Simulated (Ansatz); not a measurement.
The reference is a 12-atom supercell of MgB$_{2}$ (space group P6/mmm, No. 191; a = 3.063 Å, c = 3.500 Å) at its relaxed geometry.

Calculations: Ansatz (a program for electronic structure), PBEsol, PAW, cutoff 420 eV, no spin-orbit coupling.

For the base:

- Pressure = 0.0 GPa

It is then changed as follows: one H atom is added in an open site, starting 1.75 Å from the nearest host atom, atoms relaxed at fixed cell, starting from a slightly rattled geometry.

Problem. How does this affect the pressure, largest displacement of a host atom from its site in the perfect cell and final site of the added atom?

Solution. The pressure goes from zero to 4.5 GPa; the largest displacement of a host atom from its site in the perfect cell amounts to 0.13 Å; the final site of the added atom amounts to 2 B at 1.32 Å and 2 Mg at 1.91 Å (tetrahedral).

In so small a cell the defect repeats every few ångströms: this is an ordered compound, not a dilute defect. The final runs are not spin-polarised. The defect cell is not spin-polarised.
